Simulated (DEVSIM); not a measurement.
Structure: Pt/SiON/p-InP capacitor, at 300 K.

```tsv
layer (left to right)	material	thickness (nm)	Na (cm⁻³)
1	SiON	10.0	-
2	InP	2400	6.9e16
```

Metal gate on the left, work function 5.6 eV. Fixed charge at the semiconductor interface 4.1e11 cm⁻² (in units of +e); interface traps 2.2e11 cm⁻² eV⁻¹, uniform in energy, neutral level at 0.5 of the gap above the valence band.

This is a model device: material constants are rounded textbook-type values typed into the input, and sizes, dopings and lifetimes were drawn at random. Values at 300 K.

```tsv
parameter	SiON	InP
gap (eV)	7	1.344
affinity (eV)	1.4	4.38
permittivity	5.5	12.5
Nc (cm⁻³)	-	5.7e17
Nv (cm⁻³)	-	1.1e19
```

DEVSIM, 1D Poisson equation in equilibrium, Boltzmann statistics, complete ionisation; no quantum confinement or tunnelling. Metal contacts follow the ideal Schottky-Mott rule: no Fermi-level pinning, no interface dipoles.

### Question
Tabulate band edges, carrier densities and field at 0.8 V on the gate.

### Answer
Energies count from the Fermi level of the right contact; mesh points crowd at the junctions.

```json
[
 {"x (μm)": "0.000", "Ec (eV)": "3.400", "Ev (eV)": "-3.600", "n (cm⁻³)": "< 1e2", "p (cm⁻³)": "< 1e2", "field (V/cm)": "130000"},
 {"x (μm)": "0.001241", "Ec (eV)": "3.416", "Ev (eV)": "-3.584", "n (cm⁻³)": "< 1e2", "p (cm⁻³)": "< 1e2", "field (V/cm)": "130000"},
 {"x (μm)": "0.003491", "Ec (eV)": "3.446", "Ev (eV)": "-3.554", "n (cm⁻³)": "< 1e2", "p (cm⁻³)": "< 1e2", "field (V/cm)": "130000"},
 {"x (μm)": "0.006616", "Ec (eV)": "3.486", "Ev (eV)": "-3.514", "n (cm⁻³)": "< 1e2", "p (cm⁻³)": "< 1e2", "field (V/cm)": "130000"},
 {"x (μm)": "0.009324", "Ec (eV)": "3.522", "Ev (eV)": "-3.478", "n (cm⁻³)": "< 1e2", "p (cm⁻³)": "< 1e2", "field (V/cm)": "130000"},
 {"x (μm)": "0.01036", "Ec (eV)": "0.554", "Ev (eV)": "-0.790", "n (cm⁻³)": "2.8e8", "p (cm⁻³)": "600000", "field (V/cm)": "110000"},
 {"x (μm)": "0.01205", "Ec (eV)": "0.573", "Ev (eV)": "-0.771", "n (cm⁻³)": "1.3e8", "p (cm⁻³)": "1200000", "field (V/cm)": "110000"},
 {"x (μm)": "0.01800", "Ec (eV)": "0.637", "Ev (eV)": "-0.707", "n (cm⁻³)": "1.1e7", "p (cm⁻³)": "1.5e7", "field (V/cm)": "100000"},
 {"x (μm)": "0.02815", "Ec (eV)": "0.738", "Ev (eV)": "-0.606", "n (cm⁻³)": "220000", "p (cm⁻³)": "7.4e8", "field (V/cm)": "95000"},
 {"x (μm)": "0.05091", "Ec (eV)": "0.928", "Ev (eV)": "-0.416", "n (cm⁻³)": "150", "p (cm⁻³)": "1.1e12", "field (V/cm)": "72000"},
 {"x (μm)": "0.1005", "Ec (eV)": "1.163", "Ev (eV)": "-0.181", "n (cm⁻³)": "< 1e2", "p (cm⁻³)": "1.0e16", "field (V/cm)": "24000"},
 {"x (μm)": "0.2621", "Ec (eV)": "1.213", "Ev (eV)": "-0.131", "n (cm⁻³)": "< 1e2", "p (cm⁻³)": "6.9e16", "field (V/cm)": "≈ 0"},
 {"x (μm)": "0.5608", "Ec (eV)": "1.213", "Ev (eV)": "-0.131", "n (cm⁻³)": "< 1e2", "p (cm⁻³)": "6.9e16", "field (V/cm)": "≈ 0"},
 {"x (μm)": "1.210", "Ec (eV)": "1.213", "Ev (eV)": "-0.131", "n (cm⁻³)": "< 1e2", "p (cm⁻³)": "6.9e16", "field (V/cm)": "≈ 0"},
 {"x (μm)": "1.976", "Ec (eV)": "1.213", "Ev (eV)": "-0.131", "n (cm⁻³)": "< 1e2", "p (cm⁻³)": "6.9e16", "field (V/cm)": "≈ 0"},
 {"x (μm)": "2.212", "Ec (eV)": "1.213", "Ev (eV)": "-0.131", "n (cm⁻³)": "< 1e2", "p (cm⁻³)": "6.9e16", "field (V/cm)": "≈ 0"},
 {"x (μm)": "2.320", "Ec (eV)": "1.213", "Ev (eV)": "-0.131", "n (cm⁻³)": "< 1e2", "p (cm⁻³)": "6.9e16", "field (V/cm)": "≈ 0"},
 {"x (μm)": "2.369", "Ec (eV)": "1.213", "Ev (eV)": "-0.131", "n (cm⁻³)": "< 1e2", "p (cm⁻³)": "6.9e16", "field (V/cm)": "≈ 0"},
 {"x (μm)": "2.396", "Ec (eV)": "1.213", "Ev (eV)": "-0.131", "n (cm⁻³)": "< 1e2", "p (cm⁻³)": "6.9e16", "field (V/cm)": "≈ 0"},
 {"x (μm)": "2.404", "Ec (eV)": "1.213", "Ev (eV)": "-0.131", "n (cm⁻³)": "< 1e2", "p (cm⁻³)": "6.9e16", "field (V/cm)": "≈ 0"},
 {"x (μm)": "2.408", "Ec (eV)": "1.213", "Ev (eV)": "-0.131", "n (cm⁻³)": "< 1e2", "p (cm⁻³)": "6.9e16", "field (V/cm)": "≈ 0"},
 {"x (μm)": "2.410", "Ec (eV)": "1.213", "Ev (eV)": "-0.131", "n (cm⁻³)": "< 1e2", "p (cm⁻³)": "6.9e16", "field (V/cm)": "≈ 0"}
]
```
